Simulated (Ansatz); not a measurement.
## GaPt (space group P2_13, No. 198; a cell from a computed database, its experimental status unchecked)

```
GaPt
1.0
    4.90275     0.00000     0.00000
    0.00000     4.90275     0.00000
    0.00000     0.00000     4.90275
Ga Pt
4 4
Direct
  0.09322   0.09322   0.09322
  0.40678   0.90678   0.59322
  0.59322   0.40678   0.90678
  0.90678   0.59322   0.40678
  0.39791   0.39791   0.39791
  0.10209   0.60209   0.89791
  0.89791   0.10209   0.60209
  0.60209   0.89791   0.10209
```

Computed with Ansatz (an electronic-structure program), PBEsol, PAW, cutoff 420 eV, without spin-orbit coupling. k-mesh 10×10×10 (Γ-centred); smearing 0.05 eV (Fermi–Dirac).

| Property | Value |
|---|---|
| Volume per atom | 14.73 Å³ |
| Density | 14.93 g/cm³ |
| Band gap | zero |
| Total energy | -8064.173 eV/atom (σ→0; compares only within this code and set-up) |

Whether these cells are dynamically stable was not tested. All final runs are without spin polarisation.
